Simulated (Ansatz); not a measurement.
An Ansatz (a program for electronic structure) input (PBEsol/PAW in Ansatz, no SOC):

Ansatz 0.2 input:
```yaml
crystal:
  lattice:
    - [5.5581169326, 0, 0]
    - [2.7790584663, 4.8134704608, 0]
    - [2.7790584663, -1.6044901536, 2.3034719137]
  atoms:
    - { symbol: Ba, position: [0, 0, 0] }
    - { symbol: Ti, position: [0, 0.5, 0.5] }
    - { symbol: O, position: [0.5, 0, 0] }
    - { symbol: O, position: [0, 0.5, 0] }
    - { symbol: O, position: [0.5, 0.5, 0] }
basis: { ecutwfc: 420, ecutrho_ratio: 4, xc_grid: 2, fft_grid_basis: typed }
kpoints: { mp_grid: { grid: [8, 8, 8] } }
hamiltonian:
  xc: pbesol
  dispersion: none
  pseudopotentials: { kind: paw }
scf: { occupations: { method: fermi_dirac, width: 0.05 } }
relax: { f_tol: 0.005, max_steps: 50, cell: { stress_tol: 0.01, fix: [a, b, gamma] } }
output: { forces: true, stress: true }
checkpoint: { write: state.ck, write_every: 1000 }
```

Q: Which symmetry and how many k-points will the program report, and about how many plane waves at Γ?

A: Space group R-3m (ITA 166) with 12 operations, k-points 65 of 512, and 1219 plane waves at Γ.

Q: And the final pressure?

A: 2.70 GPa (compression positive).

The cells carry an imposed strain or load. Stability against distortions was not tested. All final runs are without spin polarisation. The cell was made from BaTiO₃ in the cubic perovskite structure (space group Pm-3m, No. 221) by this change: biaxial strain −1.00 %, plane normal [111], relaxed out of plane. Many cubic perovskites are stable only at high temperature; tilts and polar distortions were not tested. This is not the structure that BaTiO3 has at room temperature and ambient pressure.
